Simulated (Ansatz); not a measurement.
Ansatz (an electronic-structure program) run on RbCl (Fm-3m, 2 atoms in the cell): self-consistent single point.

Computed with PBE (plane waves, PAW; Ansatz).

The change in words: lattice scaled by 0.98. Reference geometry:
```yaml
crystal:
  lattice:
    - [0.00000, 3.22764, 3.22764]
    - [3.22764, 0.00000, 3.22764]
    - [3.22764, 3.22764, 0.00000]
  atoms:
    - { symbol: Rb, position: [0.00000, 0.00000, 0.00000] }
    - { symbol: Cl, position: [0.50000, 0.50000, 0.50000] }
```

Reference input (self-consistent single point, DFT, PBE, plane waves, default PAW files): kpoints.mp_grid.grid = 9 9 9; hamiltonian.xc = pbe; hamiltonian.pseudopotentials = {kind: paw} (the program's default PAW files); scf.occupations.method = fermi_dirac; scf.occupations.width = 0.01 eV. This run's input differs from it in these lines:

```diff
@@ -2,5 +2,5 @@
   lattice:
-    - [0.00000000, 3.22764200, 3.22764200]
-    - [3.22764200, 0.00000000, 3.22764200]
-    - [3.22764200, 3.22764200, 0.00000000]
+    - [0.00000000, 3.16308900, 3.16308900]
+    - [3.16308900, 0.00000000, 3.16308900]
+    - [3.16308900, 3.16308900, 0.00000000]
   atoms:
```

Output (repeated stretches shortened):

```
SCF iter   1: F=—  HF=-4350.648174 eV  |F-HF|=—  |Δ(HF+E_count)|=         —  Δρ=2.96e-4  dr2=7.98e-5  ethr=1.77e-3  ⟨swp⟩=8.4  Hψ=3094  notcnv=0
all-band conjugate gradients solve this SCF's bands
preconditioner: auto → none
SCF iter   2: F=—  HF=-4350.648404 eV  |F-HF|=—  |Δ(HF+E_count)|=   2.30e-4  Δρ=1.46e-4  dr2=8.63e-6  ethr=4.99e-7  ⟨swp⟩=3.6  Hψ=1424  notcnv=0
SCF iter   3: F=—  HF=-4350.648405 eV  |F-HF|=—  |Δ(HF+E_count)|=   1.01e-6  Δρ=6.27e-5  dr2=1.59e-6  ethr=5.39e-8  ⟨swp⟩=2.4  Hψ=578  notcnv=0
SCF iter   4: F=—  HF=-4350.648407 eV  |F-HF|=—  |Δ(HF+E_count)|=   2.03e-6  Δρ=2.41e-5  dr2=3.10e-7  ethr=9.92e-9  ⟨swp⟩=2.8  Hψ=659  notcnv=0
iter 5 did not close the SCF: its close was put off for the readings that it lacked (scf_convergence_deferred on its scf_iter line)
SCF iter   5: F=-4350.648407 eV  HF=-4350.648407 eV  |F-HF|=1.64e-8  |Δ(HF+E_count)|=   3.83e-7  Δρ=5.50e-6  dr2=2.01e-8  ethr=1.94e-9  ⟨swp⟩=2.6  Hψ=696  notcnv=0
SCF iter   6: F=-4350.648407 eV  HF=-4350.648407 eV  |F-HF|=4.47e-10  |Δ(HF+E_count)|=   2.08e-8  Δρ=1.85e-6  dr2=1.83e-9  ethr=1.25e-10  ⟨swp⟩=2.1  Hψ=1429  notcnv=0
SCF 1 converged in 6 iterations: F = -4350.648407 eV  dr2 = 1.83e-9
Free energy (F): -4350.648407 eV
Internal energy: -4350.648407 eV  (E = F + TS)
E sigma→0 (E₀):  -4350.648407 eV
Fermi energy:    4.565111 eV
--- Forces (eV/Å), atoms counted from 1 ---
  atom   1  Rb    -0.00000000     0.00000000    -0.00000000
  atom   2  Cl     0.00000000    -0.00000000    -0.00000000
--- Stress (GPa, compression-positive) ---
        3.739695      -0.000000       0.000000
       -0.000000       3.739695       0.000000
       -0.000000      -0.000000       3.739695
  P = ⅓ Tr σ = 3.7397 GPa (37.397 kbar)
  The stress holds the Pulay correction. Without it, at fixed plane waves, as pw.x and ABINIT print it: P = 3.7387 GPa
```

The run converged in 6 iterations. Against the reference run the free energy goes up by 35.4 meV/atom, the pressure goes from 2.08 to 3.74 GPa and the gap on the mesh goes from 5.193 to 5.407 eV.

The starting cell comes from a database of computed structures (which also holds hypothetical and non-ambient phases and stackings), without a prior relaxation at this level. Its lattice was rescaled by a random factor within 2.5 % of one. For this run, on top of that: lattice scaled by 0.98. With a pressure of about 4 GPa the cell is away from its equilibrium volume at this level. Ansatz's pressure includes its estimate of the finite-basis (Pulay) stress.

Keys are those of Ansatz 0.2.
